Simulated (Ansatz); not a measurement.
## CsCl-type CuPd: bulk modulus B0 by level of theory

No measured value is used here.

```json
[
 {"level (code)": "LDA (Ansatz)", "value (GPa)": "207", "cell (Å³/atom)": "12.57"},
 {"level (code)": "PBEsol (Ansatz)", "value (GPa)": "185", "cell (Å³/atom)": "12.99"},
 {"level (code)": "r²SCAN (Ansatz)", "value (GPa)": "___", "cell (Å³/atom)": "13.26"}
]
```

What belongs in the gaps?


- r²SCAN (Ansatz, a program for electronic structure), value (GPa): 173

LDA, PBEsol, r²SCAN: the bulk modulus is −V dP/dV from two relaxed cells at ±2 % in volume. PBEsol, r²SCAN: the run has no spin polarisation, so it can have missed a magnetic state. Each level is taken at its own relaxed cell. Cutoffs differ between the levels. Ansatz's density-functional and Hartree–Fock values are scalar-relativistic unless marked +SOC, with PAW data made under PBE.
